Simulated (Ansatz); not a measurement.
The reference is TiAl (space group P4/mmm, No. 123; a = 2.8127 Å, c = 4.0616 Å; relaxed with 0.1 eV smearing). Axes: x, y, z lie along a, b, c of the conventional cell.

Method: r2SCAN (Ansatz, a program for electronic structure), scalar-relativistic without spin-orbit coupling.

For the base:

The pressure is 0.0 GPa.

The change: biaxial strain +2.50 %, plane normal [001], relaxed out of plane (Cartesian); in-plane vectors clamped, the third vector and the atoms free.

Question: Estimate the effect on the out-of-plane strain.

Answer: The out-of-plane strain comes out as -2.59 %.

Question: Estimate the effect on the pressure.

Answer: The pressure (mean of the normal stresses, compression positive) goes from zero to -2.7 GPa.

Whether these cells are dynamically stable was not tested. The final runs are not spin-polarised.
